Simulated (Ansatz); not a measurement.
Candidates (primitive cells; geometry: cell and atoms relaxed with PBEsol):
A. InP (F-43m), a = 4.1564 Å, b = 4.1564 Å, c = 4.1564 Å, α = 60.00°, β = 60.00°, γ = 60.00°
B. BP (F-43m), a = b = c = 3.196 Å, α = β = γ = 60.00°
C. AlP (F-43m), a = 3.868 Å, b = 3.868 Å, c = 3.868 Å, α = 60.00°, β = 60.00°, γ = 60.00°

Question: Order them by band gap (lowest first) at the level PBE with spin-orbit coupling, rigid bands in Ansatz (a program for electronic structure).

Answer: A (0.64 eV), B (1.21 eV), C (1.57 eV)
